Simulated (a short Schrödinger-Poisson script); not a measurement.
**Gated Al0.4Ga0.6N/GaN polarisation-induced gas**

Structure: gated Al0.4Ga0.6N/GaN polarisation-induced gas, at 150 K.

| layer | material | thickness (nm) | Na (cm⁻³) |
|---|---|---|---|
| 1 | Al0.4Ga0.6N | 30 | - |
| 2 | GaN | 6000 | 5e15 |

The device is made up for the run: typed textbook-type constants, with dimensions and the other settings drawn at random. Al0.4Ga0.6N: permittivity 9.26, conduction-band edge (eV) 0.58, gap (eV) 4.258, electron mass (mₑ) 0.248, Nv at 300 K (cm⁻³) 4.6e19. GaN: permittivity 9.5, conduction-band edge (eV) 0, gap (eV) 3.43, Nv at 300 K (cm⁻³) 4.6e19.

Channel valleys (confinement mass, in-plane density-of-states mass, number): Γ 0.2, 0.2, 1. At the gate the conduction-band edge of layer 1 lies 1.36 eV − eVg above the Fermi level of the channel; the field vanishes at the back. Sheet of polarisation charge: +2e13 e/cm² at 30 nm from the gate. The barrier under the gate holds no holes. Gaps are held at their typed values at every temperature. Mesh 0.08 nm at interfaces.

Solved with a short Schrödinger-Poisson script written for these runs: 1D Poisson equation in equilibrium, electrons quantum, Hartree (BenDaniel-Duke, 40 states a valley, the channel's in-plane mass for all, wave functions free to enter the barrier), parabolic valleys, classical holes, full ionisation, no traps, pinning or gate leakage.

| Vg (V) | electrons (cm⁻²) | in the channel layer | C (μF/cm²) | Γ E0 (meV) | Γ E1 (meV) |
|---|---|---|---|---|---|
| 0.5 | 1.82e13 | 1.65e13 | 0.267 | -192.0 | -22.7 |
| -0.2 | 1.70e13 | 1.56e13 | 0.266 | -181.0 | -19.3 |
| -0.9 | 1.59e13 | 1.47e13 | 0.266 | -169.9 | -16.0 |
| -1.6 | 1.47e13 | 1.37e13 | 0.265 | -158.6 | -12.6 |
| -2.3 | 1.36e13 | 1.27e13 | 0.265 | -147.2 | -9.3 |
| -3 | 1.24e13 | 1.17e13 | 0.264 | -135.6 | -5.9 |
| -3.7 | 1.12e13 | 1.07e13 | 0.264 | -123.9 | -2.4 |
| -4.4 | 1.01e13 | 9.65e12 | 0.263 | -112.1 | 1.2 |
| -5.1 | 8.95e12 | 8.60e12 | 0.263 | -100.1 | 5.1 |
| -5.8 | 7.80e12 | 7.54e12 | 0.262 | -87.9 | 9.2 |
| -6.5 | 6.66e12 | 6.47e12 | 0.261 | -75.6 | 13.6 |
| -7.2 | 5.52e12 | 5.39e12 | 0.260 | -63.0 | 18.4 |
| -7.9 | 4.38e12 | 4.30e12 | 0.259 | -50.1 | 23.7 |
| -8.6 | 3.25e12 | 3.20e12 | 0.258 | -36.9 | 29.4 |
| -9.3 | 2.13e12 | 2.11e12 | 0.255 | -22.6 | 36.0 |
| -10 | 1.03e12 | 1.02e12 | 0.250 | -5.2 | 44.8 |
| -10.7 | 1.38e10 | 1.37e10 | 0.106 | 56.9 | 96.9 |

Gate voltages with under 1e6 electrons/cm² are left out.

Subbands count from the Fermi level.
